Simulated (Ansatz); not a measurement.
How the enthalpy of formation of zinc-blende SrO (model structure) moves with the method

No measured value is used here.

```tsv
level (code)	value (eV/atom)
LDA (Ansatz)	-2.862
PBE (Ansatz)	___
PBEsol (Ansatz)	___
PBE-D3(BJ) (Ansatz)	-2.662
PBE-D4 (Ansatz)	___
rVV10 (Ansatz)	-2.771
r²SCAN (Ansatz)	-2.768
r²SCAN-D4 (Ansatz)	-2.798
r²SCAN+rVV10 (Ansatz)	-2.803
```

Some entries are withheld; supply them.


- PBE (Ansatz, a program for electronic structure), value (eV/atom): -2.575
- PBEsol (Ansatz), value (eV/atom): -2.626
- PBE-D4 (Ansatz), value (eV/atom): -2.635

PBE-D4: a distance lies near a switch of the dispersion term, which can move the cell. Each level is taken at its own relaxed cell. Ansatz's density-functional and Hartree–Fock values are scalar-relativistic unless marked +SOC, with PAW data made under PBE.

A model structure was made by putting elements into a prototype or built by hand; it is no filed structure, need not be a known phase, and can be a saddle point held by its symmetry.
